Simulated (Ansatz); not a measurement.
Take Cu3N (space group Pm-3m, No. 221; a = 3.7648 Å) as the base. Axes: x, y, z lie along the cube axes.

It is then changed as follows: the cell is stretched by 1.48 % along z with no lateral relaxation, atoms relaxed at fixed cell.

Levels (all Ansatz, a quantum-chemistry and plane-wave program, PAW, earlier PAW set): PBEsol (420 eV, no spin-orbit coupling); HSE06 (420 eV, no SOC); PBEsol+SOC (420 eV, spin-orbit coupling included).

One geometry, relaxed with PBEsol, under each level:

| level | band gap | lowest conduction level above the VBM at special points | pressure |
|---|---|---|---|
| PBEsol | 0.06 eV | R 0.06 eV; M 0.07 eV; A 0.61 eV; Γ 1.05 eV | -1.8 GPa |
| HSE06 | 0.84 eV | R 0.84 eV; M 0.85 eV; A 1.67 eV; Γ 2.36 eV | – |
| PBEsol+SOC | zero | – | -1.9 GPa |

Single points use the geometry relaxed with PBEsol. HSE06 gaps are upper bounds (no full band path). The spin-orbit shifts are approximate. The cells carry an imposed strain or load. No phonon test of stability was made. The runs without spin-orbit coupling are not spin-polarised. Gaps under 0.05 eV, about the width of the smearing, are given as zero. The zero or small gap of Cu3N can change with the level of theory. k-point labels follow each cell's own Brillouin zone.
